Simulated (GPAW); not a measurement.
Troubleshooting GPAW: a failed run on MgB2 (P6/mmm, 3 atoms in the cell). The aim is a self-consistent single point with DFT PBE, plane waves, GPAW PAW datasets PBE (gpaw-data 1.0.1).

Cell that was meant: a = 3.0401 Å, b = 3.0401 Å, c = 3.4948 Å, α = 90.00°, β = 90.00°, γ = 120.00°.

Part of the input:

```python
                    [-1.520048, 2.632800, 0.000000],
                    [0.000000, 0.000000, 3.494816]],
              positions=[[0.000000, 0.000000, 0.000000],
                         [1.520050, 0.877599, 1.747408]],
              pbc=True)

calc = GPAW(mode=PW(900),
```

The program printed (abridged):

```
Traceback (most recent call last):
   [... frames left out ...]
ValueError: Array "positions" has wrong length: 2 != 3.
```

Q: Read the log: what does the program object to, and what is the fix?

A: The fault is an atom count that does not match the list of atoms (one position left out); here the program stops on it instead of giving results. To fix it, make the count match the list. The program stopped before any SCF iteration.

The sound input it was made from differs as follows (other fixes are possible):
```diff
-                         [1.520050, 0.877599, 1.747408]],
+                         [1.520050, 0.877599, 1.747408],
+                         [-0.000002, 1.755201, 1.747408]],
```

With that input, the run converged in 15 iterations: free energy E − TS (from the program's reference atoms) -15.4289 eV; Fermi level (on the code's own zero) 7.54 eV (DFT PBE, plane waves, GPAW PAW datasets PBE (gpaw-data 1.0.1)).

On the sound input: the starting cell comes from a database of computed structures (which also holds hypothetical and non-ambient phases and stackings), without a prior relaxation at this level. Its lattice was rescaled by a random factor within 2.5 % of one.
